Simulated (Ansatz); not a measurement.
**Response to strain in InAgTe2**

Start from InAgTe2 in the chalcopyrite structure (space group I-42d, No. 122).

```xyz
8
Lattice="-3.2160 3.2160 6.3829 3.2160 -3.2160 6.3829 3.2160 3.2160 -6.3829" Properties=species:S:1:pos:R:3 pbc="T T T"
In     0.0000     0.0000     6.3829
In     3.2160     0.0000     3.1915
Te     1.5517     1.6080     1.5957
Te    -1.6080     1.6643     4.7872
Te     1.6643     1.6080     7.9787
Te     4.8240     1.5517    -1.5957
Ag     0.0000     0.0000     0.0000
Ag     0.0000     3.2160     3.1915
```

Strains are applied to the cell and any free atomic positions relax.

All numbers come from Ansatz (a first-principles code) PBEsol, spin-orbit coupling left out.

Notes on the quantities. pressure: mean of the normal stresses, compression positive.

| isotropic strain (%) | pressure (GPa) |
|---|---|
| -3 | 5.1 |
| -2.25 | 3.6 |
| -1.5 | 2.3 |
| -0.75 | ? |
| 0 | 0.0 |

Problem. Fit P = P₀ − Bδ + Cδ² with δ = (1 + ε)³ − 1 to the rows shown and predict the withheld row.

Solution. Least squares on the printed values gives P₀ = 0.0 GPa, B = 44.4 GPa (at held cell shape), C = 159 GPa (largest residual 0.0 GPa); this predicts 1.1 GPa, and the run gives 1.1 GPa, in agreement.

Whether these cells are dynamically stable was not tested.
